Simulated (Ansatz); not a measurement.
**Electron-phonon data for TaOs3 (Pm-3m)**

Here is the system:

```yaml
crystal:
  lattice:
    - [3.89130, 0.00000, 0.00000]
    - [0.00000, 3.89130, 0.00000]
    - [0.00000, 0.00000, 3.89130]
  atoms:
    - { symbol: Ta, position: [0.00000, 0.00000, 0.00000] }
    - { symbol: Os, position: [0.00000, 0.50000, 0.50000] }
    - { symbol: Os, position: [0.50000, 0.00000, 0.50000] }
    - { symbol: Os, position: [0.50000, 0.50000, 0.00000] }
```

Method: PBEsol, DFPT electron-phonon coupling, linearised Boltzmann equation (plane waves, PAW, scalar-relativistic; Ansatz, a first-principles code). Cell: relaxed with this functional, without spin-orbit coupling.

| Quantity | Result |
|---|---|
| resistivity at 300 K | 15.9 μΩ·cm |
| resistivity at 77 K | 2.6 μΩ·cm |
| electron mean free path at 300 K (weighted by the current that each state carries) | 4.0 nm |
| electron-phonon coupling λ | 0.85 |
| transport coupling λ_tr | 0.87 |
| logarithmic mean phonon energy | 14.6 meV |
| density of states at the Fermi level | 2.0 states/(eV·spin·cell) |
| Drude plasma energy | 7.9 eV |
| Hall coefficient at 300 K | 16.8 ×10⁻¹¹ m³/C |
| Tc for μ* = 0.10 (anisotropic Eliashberg) | 9.3 K |
| Tc for μ* = 0.13 (anisotropic Eliashberg) | 7.5 K |

A metal at this level (no band gap). Only scattering by harmonic phonons is included (no impurities, grain boundaries, electron-electron scattering or thermal expansion). Spin-orbit coupling is left out, which matters with elements this heavy. For metals of groups 4 to 10, Tc at these values of μ* can lie well above the measured one. Halving the electron mesh (24x24x24) moves the resistivity by up to 1 % at 300 K, the mean free path by up to 2 %, the coupling by up to 2 %, Tc by up to 4 %. Smearing 0.20 eV; phonons on a 4x4x4 q mesh, which this run doesn't test and which matters most at low temperature. Tc comes from the anisotropic Migdal-Eliashberg equations with μ*, a chosen number, referred to 15.5 meV.

Computed structure, not matched to a measured one here, so possibly hypothetical: TaOs3 (Pm-3m).
